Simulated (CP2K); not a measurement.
## Input and output of a self-consistent single point for PdIn (Pm-3m, 2 atoms in the cell) (CP2K)

Level of theory: PBE, GPW, DZVP-MOLOPT-SR-GTH basis, GTH-PBE potentials (GTH_POTENTIALS) in CP2K.

Input:

```
&GLOBAL
  PROJECT pdin
  RUN_TYPE ENERGY_FORCE
  PRINT_LEVEL MEDIUM
&END GLOBAL
&FORCE_EVAL
  METHOD Quickstep
  STRESS_TENSOR ANALYTICAL
  &DFT
    BASIS_SET_FILE_NAME BASIS_MOLOPT
    POTENTIAL_FILE_NAME GTH_POTENTIALS
    &QS
      METHOD GPW
      EPS_DEFAULT 1E-10
    &END QS
    &MGRID
      CUTOFF 500
      REL_CUTOFF 60
      NGRIDS 5
    &END MGRID
    &SCF
      SCF_GUESS ATOMIC
      EPS_SCF 1E-6
      MAX_SCF 100
      ADDED_MOS 6
      &DIAGONALIZATION
        ALGORITHM STANDARD
      &END DIAGONALIZATION
      &MIXING
        METHOD BROYDEN_MIXING
        ALPHA 0.3
        NBUFFER 12
        BETA 1
      &END MIXING
      &SMEAR ON
        METHOD GAUSSIAN
        SIGMA [eV] 0.05
      &END SMEAR
    &END SCF
    &KPOINTS
      SCHEME MONKHORST-PACK 8 8 8
      GAMMA_CENTERED T
    &END KPOINTS
    &XC
      &XC_FUNCTIONAL PBE
      &END XC_FUNCTIONAL
    &END XC
    &PRINT
      &MO
        EIGENVALUES T
        OCCUPATION_NUMBERS T
        NDIGITS 8
        FILENAME mo
        &EACH
          QS_SCF 0
        &END EACH
        ADD_LAST NUMERIC
      &END MO
      &MULLIKEN ON
      &END MULLIKEN
    &END PRINT
  &END DFT
  &SUBSYS
    &CELL
      A 3.19410000 0.00000000 0.00000000
      B 0.00000000 3.19410000 0.00000000
      C 0.00000000 0.00000000 3.19410000
      PERIODIC XYZ
    &END CELL
    &COORD
      SCALED
      In       0.50000000     0.50000000     0.50000000
      Pd       0.00000000     0.00000000     0.00000000
    &END COORD
    &KIND In
      BASIS_SET DZVP-MOLOPT-SR-GTH-q13
      POTENTIAL GTH-PBE-q13
    &END KIND
    &KIND Pd
      BASIS_SET DZVP-MOLOPT-SR-GTH-q18
      POTENTIAL GTH-PBE-q18
    &END KIND
  &END SUBSYS
  &PRINT
    &FORCES ON
    &END FORCES
    &STRESS_TENSOR ON
    &END STRESS_TENSOR
  &END PRINT
&END FORCE_EVAL
```

Log, with long lists cut:

```
 GLOBAL| Method name                                                        CP2K
 GLOBAL| Project name                                                       pdin
 GLOBAL| Run type                                                   ENERGY_FORCE

 CELL| Volume [angstrom^3]:                                            32.587086
 CELL| Vector a [angstrom]:       3.194     0.000     0.000   |a| =     3.194100
 CELL| Vector b [angstrom]:       0.000     3.194     0.000   |b| =     3.194100
 CELL| Vector c [angstrom]:       0.000     0.000     3.194   |c| =     3.194100
 CELL| Angle (b,c), alpha [degree]:                                    90.000000
 CELL| Angle (a,c), beta  [degree]:                                    90.000000
 CELL| Angle (a,b), gamma [degree]:                                    90.000000
 CELL| Numerically orthorhombic:                                             YES
 CELL| Periodicity                                                           XYZ

 DFT| Spin restricted Kohn-Sham (RKS) calculation                            RKS
 DFT| Multiplicity                                                             2
 DFT| Number of spin states                                                    1
 DFT| Charge                                                                   0
 DFT| XC density smoothing                                                  NONE
 DFT| XC derivatives                                                          PW

 QS| Method:                                                                 GPW
 QS| Density plane wave grid type                        NON-SPHERICAL FULLSPACE
 QS| Number of grid levels:                                                    5
 QS| Density cutoff [a.u.]:                                                250.0
 QS| Multi grid cutoff [a.u.]: 1) grid level                               250.0
   [... lines left out ...]
 BRILLOUIN| Wavefunction type                                            COMPLEX
 BRILLOUIN| List of Kpoints [2 Pi/Bohr]                                      260
 BRILLOUIN| Number           Weight            X              Y              Z
 BRILLOUIN|     1           0.00391       -0.37500       -0.37500       -0.37500
 BRILLOUIN|     2           0.00391       -0.37500       -0.37500       -0.25000
 BRILLOUIN|     3           0.00391       -0.37500       -0.37500       -0.12500
   [... 257 lines left out ...]
 *******************************************************************************

 Extrapolation method: initial_guess

 Re-scaling the density matrix to get the right number of electrons
                  # Electrons              Trace(P)               Scaling factor
                           31                31.000                        1.000

 Number of electrons:                                                         31
 Number of occupied orbitals:                                                 16
 Number of molecular orbitals:                                                22

 Number of orbital functions:                                                 50
 Number of independent orbital functions:                                     50
 SCF WAVEFUNCTION OPTIMIZATION

  Step     Update method      Time    Convergence         Total energy    Change
     1 NoMix/Diag. 0.30E+00      -     1.28500162      -184.0602752012 -1.84E+02
     2 Broy./Diag. 0.30E+00      -     0.18103364      -186.4914109724 -2.43E+00
     3 Broy./Diag. 0.30E+00      -     0.04618609      -184.2952450316  2.20E+00
     4 Broy./Diag. 0.30E+00      -     0.01438570      -183.6499714686  6.45E-01
     5 Broy./Diag. 0.30E+00      -     0.00637016      -183.4998686768  1.50E-01
     6 Broy./Diag. 0.30E+00      -     0.00129639      -183.6012681786 -1.01E-01
     7 Broy./Diag. 0.30E+00      -     0.00058600      -183.6054721894 -4.20E-03
     8 Broy./Diag. 0.30E+00      -     0.00049204      -183.5980366693  7.44E-03
     9 Broy./Diag. 0.30E+00      -     0.00005944      -183.5995842249 -1.55E-03
    10 Broy./Diag. 0.30E+00      -     0.00000751      -183.5999624011 -3.78E-04
    11 Broy./Diag. 0.30E+00      -     0.00000102      -183.5999701877 -7.79E-06
    12 Broy./Diag. 0.30E+00      -     0.00000027      -183.5999615304  8.66E-06
  *** SCF run converged in    12 steps ***

  Electronic density on regular grids:        -30.9999999984        0.0000000016
  Core density on regular grids:               30.9999999980       -0.0000000020
  Total charge density on r-space grids:       -0.0000000004
  Total charge density g-space grids:          -0.0000000004

  Overlap energy of the core charge distribution:               0.00000000000227
  Self energy of the core charge distribution:               -312.87466988229352
  Core Hamiltonian energy:                                     81.25476904107606
  Hartree energy:                                              68.23140030188925
  Exchange-correlation energy:                                -20.21134093930923
  Smearing free energy correction:                             -0.00012005189807
  Fermi energy:                                                 0.49236003829951

  Total energy:                                              -183.59996153041911
  Total energy (extrapolated to sigma->0):                   -183.59990150447007

                     Mulliken Population Analysis

 #  Atom  Element  Kind  Atomic population                           Net charge
       1     In       1         12.375828                              0.624172
       2     Pd       2         18.624172                             -0.624172
 # Total charge                             31.000000                  0.000000

 ENERGY| Total FORCE_EVAL ( QS ) energy [hartree]           -183.599959885532968

 FORCES| Atomic forces [hartree/bohr]
 FORCES|   Atom     x               y               z               |f|
 FORCES|      1 -2.37869623E-11 -2.37900104E-11 -2.37920659E-11   4.12049339E-11
 FORCES|      2  2.07108326E-09  2.07107707E-09  2.07106931E-09   3.58720981E-09
 FORCES| Sum     2.04729630E-09  2.04728706E-09  2.04727725E-09
 FORCES| Total atomic force                                       3.54600488E-09

 STRESS| Analytical stress tensor [bar]
 STRESS|                        x                   y                   z
 STRESS|      x        1.71534602493E+05   1.51996512027E-03   1.51996970494E-03
 STRESS|      y        1.51996512027E-03   1.71531840610E+05   1.51996516585E-03
 STRESS|      z        1.51996970494E-03   1.51996516585E-03   1.71554822134E+05
 STRESS| 1/3 Trace                                             1.71540421746E+05
```

The run converged in 12 iterations.

The starting cell has typed, rounded lattice constants, without a prior relaxation at this level. Its lattice was rescaled by a random factor within 2.5 % of one. Spin polarisation is off. Values carry the incompleteness of an atom-centred basis. With a pressure of about 17 GPa the cell is away from its equilibrium volume at this level.

Cost on one core of a shared machine: roughly 70 s.
